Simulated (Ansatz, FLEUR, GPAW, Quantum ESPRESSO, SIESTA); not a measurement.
**One structure in several programs: NbPd2 (Immm, 3 atoms in the cell)**

Self-consistent single point.

```
NbPd2
1.0
   -1.42839     1.98728     4.25254
    1.42839    -1.98728     4.25254
    1.42839     1.98728    -4.25254
Nb Pd
1 2
Direct
  0.00000   0.00000   0.00000
  0.66658   0.66658   0.00000
  0.33342   0.33342   0.00000
```

All programs got the same cell, k-point mesh and kind of occupations (in Ansatz's words: kpoints.mp_grid.grid = 9 9 9; scf.occupations.method = gaussian; scf.occupations.width = 0.0037 Ry); potentials, basis and cutoffs are each program's usual ones.

```json
[
 {"code": "GPAW", "model": "PBEsol, GPAW PAW datasets PBEsol (made by gpaw-setup)", "pressure (GPa)": "-10.58", "largest force (eV/Å)": "0.118", "k-points": "125", "cutoff": "550 eV"},
 {"code": "Ansatz", "model": "PBEsol, PAW files made with PBE", "pressure (GPa)": "-10.46", "largest force (eV/Å)": "0.105", "k-points": "125", "cutoff": "default"},
 {"code": "SIESTA", "model": "GGA PBEsol, numerical atomic orbitals TZP, PseudoDojo PBEsol standard norm-conserving potentials (rewritten from UPF to PSML)", "pressure (GPa)": "-12.48", "largest force (eV/Å)": "0.091", "k-points": "365", "cutoff": "grid 400 Ry"},
 {"code": "FLEUR", "model": "PBEsol, all-electron FLAPW (FLEUR), scalar-relativistic valence", "pressure (GPa)": "–", "largest force (eV/Å)": "0.092", "k-points": "125", "cutoff": "Kmax 4 1/bohr"},
 {"code": "Quantum ESPRESSO", "model": "PBEsol, GBRV 1.5 ultrasoft (PBESOL) pseudopotentials", "pressure (GPa)": "-10.25", "largest force (eV/Å)": "0.116", "k-points": "125", "cutoff": "40 Ry"}
]
```

A dash marks a value that a program does not give, or that is left out as unsure.

The spread over the programs that give each value: pressure within 2.23 GPa; largest force within 0.027 eV/Å.

The starting cell comes from a database of computed structures (which also holds hypothetical and non-ambient phases and stackings), without a prior relaxation at this level. Its lattice was rescaled by a random factor within 2.5 % of one. On Ansatz's run: Spin polarisation is off. In the base run, with a pressure of about -10 GPa the cell is away from its equilibrium volume at this level.

Problem. Why do the programs differ, and what cannot be compared?

Solution. Differences of this kind can come from the potentials, where these differ, and from what each basis and cutoff leave unconverged. The valence holds different numbers of electrons (GPAW 45, Ansatz (an electronic-structure program) 49, SIESTA 49, FLEUR 45, Quantum ESPRESSO 45). The zero of total energies and Fermi levels follows the potentials and each program's conventions, so they are not compared here. SIESTA uses small atom-centred bases, whose incompleteness enters pressures, forces and empty levels differently from a plane-wave cutoff. FLEUR treats all electrons, but the usual bases taken here (sphere radii, linearisation, local orbitals, empty states) were not tested for convergence, so the values are no reference for the others. Ansatz's pressure is given at a fixed set of plane waves, as the other plane-wave codes print theirs. Ansatz's smearing width was typed in Ry to four decimals, so it matches the others to a few per cent. The programs reduce the same mesh by symmetry to different extents, which changes the work and not the result. In the pressure, SIESTA (by 2.02) lies more than 1 GPa from the median of the plane-wave programs.

Left out of this page: ABINIT (stopped by limits of time or memory); Elk (not drawn, or without a comparable value).

Keys are those of Ansatz 0.2.
